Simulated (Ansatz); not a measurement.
Li₂MnO₃ (C2/m, No. 12), treated with rVV10 (plane waves, PAW; Ansatz, an electronic-structure program).

Numerical settings: plane-wave cutoff 520 eV, 8×8×8 k mesh, Fermi–Dirac smearing 0.01 eV, spin-polarised with parallel moments, scalar-relativistic PAW data made under PBE.

Response to compression and expansion:

Shape and atoms are relaxed at each volume.

```tsv
V (Å³/atom)	P (GPa)	direct gap at Γ (eV)	smallest gap on the k mesh (eV)
8.106	5.28	2.145	1.403
8.275	2.49	2.138	1.430
8.444	-0.01	2.131	1.454
8.613	-2.25	2.122	1.475
8.781	-4.25	2.113	1.495
```

The fundamental gap (1.45 eV at the equilibrium volume, with added k points) lies elsewhere than Γ–Γ.

Note: the magnetic order was assumed, not searched for or taken from measurement; the relaxation could not lower the start's symmetry, so the cell can be a saddle point above a distorted one; without U or exact exchange, gaps and moments of open d shells tend to come out too small; the bulk modulus comes from volumes at which shape and atoms were relaxed.
